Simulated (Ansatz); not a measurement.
The parent structure is Cu in the fcc (Cu type) structure (space group Fm-3m, No. 225; a = 3.564 Å; relaxed with 0.1 eV smearing).

Computed with PBEsol (Ansatz, a quantum-chemistry and plane-wave program, PAW, scalar-relativistic without spin-orbit coupling).

Strains are applied to the cell and any free atomic positions relax.

One change was made to it. Results:

The pressure goes from zero to -8.6 GPa; the energy grows by 20 meV/atom.

Task: What was done to the base?
A) isotropic strain +1.50 %
B) isotropic strain −3.00 %
C) isotropic strain +2.00 %
D) isotropic strain −2.50 %

Result: C, isotropic strain +2.00 %. For comparison, the energy relative to the base in the other runs: isotropic strain −3.00 % gives +54 meV/atom; isotropic strain +1.50 % gives +11 meV/atom; isotropic strain −2.50 % gives +37 meV/atom.

Stability against distortions was not tested. All final runs are without spin polarisation.
